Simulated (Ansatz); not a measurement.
Band structure of Y₃Sb (P6_3/mmc, 8 atoms in the cell).

```
Y3Sb
1.0
    6.86923     0.00000     0.00000
   -3.43461     5.94893     0.00000
    0.00000     0.00000     5.52732
Y Sb
6 2
Direct
  0.17009   0.82991   0.25000
  0.82991   0.17009   0.75000
  0.34018   0.17009   0.75000
  0.65982   0.82991   0.25000
  0.17009   0.34018   0.25000
  0.82991   0.65982   0.75000
  0.33333   0.66667   0.75000
  0.66667   0.33333   0.25000
```

Method: LDA (PW92), PAW files made with PBE (plane waves; Ansatz, a first-principles code).

Settings: kpoints.mp_grid.grid = 3 3 3; hamiltonian.xc = lda; hamiltonian.pseudopotentials = {kind: paw} (the program's default PAW files); scf.occupations.method = gaussian; scf.occupations.width = 0.0037 Ry; kpoints.band_path.npoints = 8.

The starting cell comes from a database of computed structures (which also holds hypothetical and non-ambient phases and stackings), without a prior relaxation at this level. Spin-orbit coupling is off.

Levels in eV from the Fermi level, bands 46 to 53:
| point | 46 | 47 | 48 | 49 | 50 | 51 | 52 | 53 |
|---|---|---|---|---|---|---|---|---|
| Γ | -0.97 | -0.60 | -0.60 | -0.36 | -0.27 | 0.16 | 0.16 | 1.25 |
| M | -0.49 | -0.46 | -0.06 | -0.06 | 0.51 | 0.52 | 0.79 | 0.97 |
| K | -0.22 | -0.22 | -0.04 | -0.04 | 0.68 | 0.83 | 0.83 | 1.05 |
| A | -1.23 | -1.00 | -1.00 | 0.07 | 0.07 | 0.41 | 0.41 | 0.41 |
| L | -0.16 | 0.02 | 0.02 | 0.23 | 0.23 | 0.56 | 0.56 | 1.05 |
| H | -0.32 | 0.00 | 0.00 | 0.17 | 0.17 | 0.88 | 0.88 | 1.22 |

Bands cross the Fermi level along this path, so the cell is metallic at this level.

Keys are those of Ansatz 0.2.
